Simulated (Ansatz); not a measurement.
Start from PtTe₂ (space group P-3m1, No. 164; a = 4.053 Å, c = 5.097 Å; layered; relaxed with 0.1 eV smearing). Axes: x lies along a and z along c of the hexagonal cell.

Method: PBE-D3(BJ)/PAW in Ansatz (a quantum-chemistry and plane-wave program), scalar-relativistic without spin-orbit coupling.

Base values:

```
Item                            Result
-----------------------------  -------
Shortest interatomic distance  2.707 Å
```

Modification: the cell is stretched by 2.00 % along z with no lateral relaxation, atoms relaxed at fixed cell.

**Question.** Estimate the effect on the largest internal atomic displacement, energy relative to the base, stress and shortest interatomic distance.

**Answer.** The largest internal atomic displacement is 0.017 Å; the energy increases by 2.2 meV/atom; the stress (xx, yy, zz, yz, xz, xy; compression positive) is (-0.8, -0.8, -1.4, 0.0, 0.0, 0.0) GPa; the shortest interatomic distance rises by 0.005 Å (2.707 Å → 2.712 Å).

The cells carry an imposed strain or load. Stability against distortions was not tested. The final runs are not spin-polarised.
